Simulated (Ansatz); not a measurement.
The reference is AsP in the rock salt structure (space group Fm-3m, No. 225; a = 5.171 Å; a hypothetical phase, not in the database extracts checked; relaxed with 0.1 eV smearing). Axes: x, y, z lie along the cube axes.

Level of theory: DFT with r2SCAN, PAW potentials and a 500 eV plane-wave cutoff in Ansatz (a quantum-chemistry and plane-wave program), no spin-orbit coupling.

Strains are applied to the cell and any free atomic positions relax; under biaxial strain the out-of-plane vector relaxes too.

One change was made to it. Results:

The band gap remains zero; the energy increases by 32 meV/atom; the shortest interatomic distance stays 2.586 Å.

Task: Which change produced these results?
A) uniaxial strain ε_xx = +5.54 %
B) uniaxial strain ε_xx = +1.47 %
C) isotropic strain −4.85 %
D) biaxial strain +1.49 %, plane normal [111], relaxed out of plane
E) isotropic strain −1.17 %

Result: A, uniaxial strain ε_xx = +5.54 %. For comparison, the energy relative to the base in the other runs: isotropic strain −1.17 % gives +6.6 meV/atom; uniaxial strain ε_xx = +1.47 % gives +2.6 meV/atom; isotropic strain −4.85 % gives +129 meV/atom; biaxial strain +1.49 %, plane normal [111], relaxed out of plane gives +4.2 meV/atom.

Whether these cells are dynamically stable was not tested. The final runs are not spin-polarised.
